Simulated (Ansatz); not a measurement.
Start from SiC in the zinc blende structure (space group F-43m, No. 216; a = 4.356 Å). Axes: x, y, z lie along the cube axes.

Method: r2SCAN (Ansatz, a first-principles code, PAW, without spin-orbit coupling).

Modification: the cell is scaled by 1.0057 in all directions, atoms relaxed at fixed cell.

Task: Predict the stress tensor and what it implies for the stiffness.

Result: Stress of the strained cell less that of the base (GPa, compression positive):
```
  -3.75    0.00    0.00
   0.00   -3.75    0.00
   0.00    0.00   -3.75
```

Then B = −ΔP/(ΔV/V₀) with ΔV/V₀ = 0.0172 gives secant stiffness values (nonlinear terms included at this strain): B ≈ 218 GPa.

Whether these cells are dynamically stable was not tested.
